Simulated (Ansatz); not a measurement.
Cell and atoms of amorphous Zn12Sb12Se36:

```xyz
60
Lattice="10.7866 -0.1747 0.9685 -0.1747 10.8250 -0.2878 0.9685 -0.2878 13.1311" Properties=species:S:1:pos:R:3 pbc="T T T"
Zn     3.9358     0.5071    10.1126
Zn     2.0673     4.1444     9.7437
Zn     0.4763    10.1811     3.6166
Zn     6.4495     6.3390     2.8042
Zn     9.4205     1.6304    12.3493
Zn     2.0085     6.6275     3.9182
Zn     0.2657     0.2839     0.1528
Zn     3.2045     3.2723     5.7833
Zn     3.1136    10.0250     1.7211
Zn     7.7561     4.2878    10.7671
Zn     0.8526     9.3926     9.5667
Zn     8.4745     4.3374     5.3237
Sb     5.2657     6.3120    12.9919
Sb    11.0605     1.7610     8.9720
Sb     2.9182     2.8927     0.3089
Sb     7.0233     9.7160    12.0348
Sb     7.7223     8.1478     6.0220
Sb     4.0778     6.1820     7.4287
Sb     9.7964     5.8026     8.5842
Sb     6.2442     1.6342     6.8464
Sb     6.5490     2.6844     2.9572
Sb     9.8066     7.0185     1.3749
Sb     7.3499    10.0326     2.6468
Sb     3.4465     9.2165     6.8928
Se    10.2076    10.5259     6.8488
Se     4.6532     1.5645     4.7511
Se     1.2205     8.6301    11.9900
Se     1.4935     0.8891     2.1692
Se     3.1451     0.9196     7.6992
Se     6.3889     0.8451    10.3717
Se     8.3474     1.8184     5.2698
Se     6.1491     9.8729     7.4974
Se     0.4705     8.7789     6.9826
Se     5.7913     8.1831     4.2930
Se     0.8341     2.9817     5.3188
Se     6.1571     6.1691    10.3720
Se     3.8852     4.5598    11.6183
Se    10.9543     3.6741    12.2100
Se     8.8971     1.2051     1.4950
Se     4.4593     8.8647    12.4915
Se     7.1361     5.7044     6.9376
Se    10.8352     5.0604     6.0477
Se     3.3146     8.9314     9.5289
Se     1.5383     6.2830     1.5261
Se     4.8604     4.5869     1.9544
Se     8.7939     3.2606     8.6912
Se     1.5513     6.2497     8.5053
Se     1.0296     3.9563     1.7581
Se     9.8941    -0.0698    10.6546
Se     7.7523     7.9335    10.0276
Se     7.1416     8.0666     0.8622
Se     2.5756     8.9830     3.8856
Se     2.2746     1.5209    11.5471
Se     3.9964     3.6512     8.2278
Se     7.0243     2.4418    12.1295
Se     9.5809     8.4002     3.6583
Se     3.9066     5.4481     4.9226
Se     5.3755     0.4559     1.6594
Se     8.3748     4.8860     2.9723
Se     9.6539     5.6292    11.6104
```

The numbers are results of PBE-D3(BJ), scalar-relativistic without spin-orbit coupling, PAW (Ansatz default set, large-core Se) (plane waves to 420 eV; Ansatz, a program for electronic structure), not measurements.

The cell was made by melting and quenching with the CHGNet potential and then relaxed with DFT. The hot cell started wider than the set density and was brought back towards it in steps. It is the lowest in DFT energy of 3 quenches. It is a model cell: composition and starting density were chosen by hand, and all elements were melted together. The geometry includes D3(BJ) dispersion. Its density started from a set value of 4.92 and ended at 5.55 g/cm³. The quench (nominally 79 K/ps over its main leg) was far faster than any real one, so the model tends to hold more defects than a real film. Values belong to this one cell and scatter from quench to quench. Volume and shape were free in the relaxation. On a 2×2×2 Γ-centred mesh force components of up to 0.42 eV/Å stay, since the relaxation ran on one k-point at (1/4, 1/4, 1/4).

Bonds are counted up to Zn-Zn 2.93 Å, Zn-Sb 3.13 Å, Zn-Se 2.84 Å, Sb-Sb 3.34 Å, Sb-Se 3.20 Å, Se-Se 2.76 Å.

Q: Give the coordination numbers, mean bond lengths and angles.

A: 
Mean coordination of Zn: 4.00 (12 with 4)
Mean coordination of Sb: 4.83 (1 with 3, 2 with 4, 7 with 5, 2 with 6)
Mean coordination of Se: 3.22 (2 with 2, 24 with 3, 10 with 4)
Mean Sb-Se bond: 2.830 Å (spread 0.161 Å, 56 counted)
Mean Zn-Se bond: 2.498 Å (spread 0.072 Å, 48 counted)
Mean Se-Se bond: 2.421 Å (spread 0.026 Å, 6 counted)
Mean Sb-Sb bond: 3.145 Å (spread 0.000 Å, 1 counted)
Bond angle at Zn: mean 109.4°, spread 14.7°
Bond angle at Sb: mean 104.1°, spread 29.9°
Bond angle at Se: mean 104.3°, spread 19.1°

Q: List the pairs of like atoms that count as bonded by the rules above.

A: Sb18-Sb24 (3.15 Å), Se25-Se33 (2.45 Å), Se30-Se55 (2.46 Å), Se35-Se42 (2.40 Å), Se36-Se50 (2.40 Å), Se38-Se60 (2.42 Å), Se44-Se48 (2.39 Å).
